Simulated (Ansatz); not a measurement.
## Al2Pt: response to strain

Start from Al$_{2}$Pt (space group Fm-3m, No. 225; a = 5.897 Å; relaxed with 0.1 eV smearing).

Strains are applied to the cell and any free atomic positions relax.

Computed with PBEsol/PAW in Ansatz (an electronic-structure program), no SOC.

```
isotropic strain (%)  pressure (GPa)
--------------------  --------------
-3                              15.5
-2.5                               ?
-1                               4.5
0                                0.0
0.5                             -2.0
1                               -3.9
1.5                             -5.6
2.5                             -8.7
3                              -10.1
```

Fit P = P₀ − Bδ + Cδ² with δ = (1 + ε)³ − 1 to the rows shown and predict the withheld row.

Least squares on the printed values gives P₀ = 0.0 GPa, B = 143 GPa, C = 377 GPa (largest residual 0.1 GPa); this predicts 12.5 GPa, and the run gives 12.4 GPa, in agreement.

Stability against distortions was not tested. All final runs are without spin polarisation.
